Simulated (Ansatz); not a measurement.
## A computed series for hypothetical rock salt BP: pressure series

Base system: BP in the rock salt structure (space group Fm-3m, No. 225; a = 4.289 Å; a hypothetical phase, not in the database extracts checked).

Cell and atoms are relaxed at each pressure.

Level of theory: PBEsol (Ansatz, a quantum-chemistry and plane-wave program; PAW; 420 eV plane waves; scalar-relativistic without spin-orbit coupling).

| P (GPa) | V (Å³/atom) |
|---|---|
| -1.99 | 9.977 |
| -0.99 | 9.918 |
| 0.30 | 9.843 |
| 0.70 | 9.820 |
| 1.50 | 9.776 |
| 3.00 | 9.695 |
| 5.00 | 9.591 |
| 7.51 | 9.468 |
| 10.00 | 9.352 |

### Question
Fit a third-order Birch–Murnaghan equation of state.

### Answer
Least squares on P(V) = (3B₀/2)[(V₀/V)^(7/3) − (V₀/V)^(5/3)]·[1 + (3/4)(B₀′ − 4)((V₀/V)^(2/3) − 1)] gives V₀ = 9.86 Å³/atom, B₀ = 172 GPa and B₀′ = 3.6.

Load acts through the strain it causes; cell and atoms are relaxed under it. Whether these cells are dynamically stable was not tested. Competing high-pressure phases were not computed. The final runs are not spin-polarised.
